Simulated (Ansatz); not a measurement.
Worked example: zone-centre phonon calculation of CaPbF₆ (Fm-3m, 8 atoms in the cell) in Ansatz (a first-principles code).

Level of theory: LDA (PW92), default PAW files made with PBE (plane waves; Ansatz).

```xyz
8
Lattice="0.0000 4.3299 4.3299 4.3299 0.0000 4.3299 4.3299 4.3299 0.0000" Properties=species:S:1:pos:R:3 pbc="T T T"
Ca     4.3299     4.3299     4.3299
Pb     0.0000     0.0000     0.0000
F      4.3299     4.3299     6.5825
F      4.3299     4.3299     2.0773
F      6.5825     4.3299     4.3299
F      2.0773     4.3299     4.3299
F      4.3299     6.5825     4.3299
F      4.3299     2.0773     4.3299
```

Reference input (self-consistent single point, DFT, LDA (PW92), plane waves, default PAW files made with PBE): basis.ecutwfc = 30.9 Ry; kpoints.mp_grid.grid = 5 5 5; hamiltonian.xc = lda; hamiltonian.pseudopotentials = {kind: paw} (the program's default PAW files); scf.occupations.method = fermi_dirac; scf.occupations.width = 0.0007 Ry. This run's input differs from it in these lines:

Ansatz 0.2 input:
```diff
@@ -17,3 +17,3 @@
 kpoints:
-  mp_grid: { grid: [5, 5, 5] }
+  mp_grid: { grid: [6, 6, 6] }
 hamiltonian:
@@ -22,7 +22,8 @@
 scf:
-  occupations: { method: fermi_dirac, width: 0.0007 Ry }
-output:
-  forces: true
-  eigenvalues: true
-  stress: true
+  occupations: { method: fixed }
+phonons:
+  method: dfpt
+  qmesh: [1, 1, 1]
+  dielectric: true
+  rigid_motions: translations
```

The program printed (abridged):

```
SCF iter   1: F=—  HF=-18141.878723 eV  |F-HF|=—  |Δ(HF+E_count)|=         —  Δρ=1.54e-2  dr2=2.79e-1  ethr=1.77e-3  ⟨swp⟩=5.8  Hψ=11294  notcnv=0  defer=367
all-band conjugate gradients solve this SCF's bands
preconditioner: auto → Resta (q_TF=auto, 2.348 Å⁻¹)
SCF iter   2: F=—  HF=-18141.803652 eV  |F-HF|=—  |Δ(HF+E_count)|=   7.51e-2  Δρ=4.68e-3  dr2=1.23e-2  ethr=4.23e-4  ⟨swp⟩=2.2  Hψ=4741  notcnv=0  defer=397
   [... lines left out ...]
SCF iter   6: F=—  HF=-18141.799252 eV  |F-HF|=—  |Δ(HF+E_count)|=   1.10e-4  Δρ=6.59e-6  dr2=1.15e-7  ethr=1.97e-9  ⟨swp⟩=2.0  Hψ=3786  notcnv=0  defer=294
SCF iter   7: F=—  HF=-18141.799252 eV  |F-HF|=—  |Δ(HF+E_count)|=   3.83e-7  Δρ=1.68e-6  dr2=9.63e-9  ethr=1.74e-10  ⟨swp⟩=2.8  Hψ=4625  notcnv=0  defer=296
SCF iter   8: F=—  HF=-18141.799253 eV  |F-HF|=—  |Δ(HF+E_count)|=   3.38e-8  Δρ=4.86e-7  dr2=4.85e-10  ethr=1.46e-11  ⟨swp⟩=2.0  Hψ=4226  notcnv=0  defer=296
SCF iter   9: F=-18141.799253 eV  HF=-18141.799253 eV  |F-HF|=3.64e-12  |Δ(HF+E_count)|=   1.06e-9  Δρ=8.53e-8  dr2=1.03e-11  ethr=1.00e-12  ⟨swp⟩=18.0  Hψ=21639  notcnv=0
SCF 1 converged in 9 iterations: F = -18141.799253 eV  dr2 = 1.03e-11
DFPT response loops at Γ: preconditioner auto → none (the input reference at scf.mixing.eps_inf says where Resta's filter doesn't serve); β = 0.50 …
Free energy (F): -18141.799253 eV
Internal energy: -18141.799253 eV  (E = F + TS)
E sigma→0 (E₀):  -18141.799253 eV
Fermi energy:    -1.738259 eV
--- Phonons (Γ-DFPT): 4 representative perturbations + reference, on 68 of 216 k-points (Σ response iterations 15) ---
  k mesh reduced under 2 symmetry operations, with k and −k counted as one. Each operation leaves every solved perturbation unchanged …
  ASR residual: 7.093e-5 → 0.000e0 eV/Å²; symmetrization residual: 8.667e-6 eV/Å²
   [... lines left out ...]
  k-mesh period / interband length: 36.7 Å / 1.11 Å = 33.22 at k = (0.0000, 0.0000, 0.0000), direct gap 3.522 eV — 14 or more, which is no proof of convergence
   [... lines left out ...]
  largest difference from the sums on the solved wave vectors: F 5.52e-1 eV, S 8.12e-4 and C_V 2.57e-4 eV/K
  zero-point energy: 0.329723 eV/cell   skipped modes (ω ≤ 0): 3   left out of the sums: 5.69e-5 of the cell's modes …
```

The run converged in 9 iterations. 

Summary of the result:
| Property | Value |
|---|---|
| Free energy E − TS (on the zero of these files) | -18141.7993 eV |
| Top of the valence band (on the code's own zero) | -1.74 eV |
| Gap on the k-point mesh | 3.52 eV |
| Zone-centre frequencies (cm⁻¹; negative means imaginary) | 0, 0, 0, 62, 62, 62, 115, 115, 115, 156, 156, 156, 185, 185, 185, 231, 231, 231, 403, 403, 464, 464, 464, 538 |
| ε∞ at this k-point mesh, which may be far from converged in small-gap cells (xx, yy, zz) | 2.09, 2.09, 2.09 |
| Born charges at this mesh (mean of the diagonal, e) | Ca 2.74, Pb 3.54, F -1.05, F -1.05, F -1.05, F -1.05, F -1.05, F -1.05 |

The starting cell comes from a database of computed structures (which also holds hypothetical and non-ambient phases and stackings), without a prior relaxation at this level. Its lattice was rescaled by up to half a per cent. Spin-orbit coupling is off. The frequencies listed for the zone centre hold no LO-TO term.

Cost on one core of a shared machine: roughly 6 min.
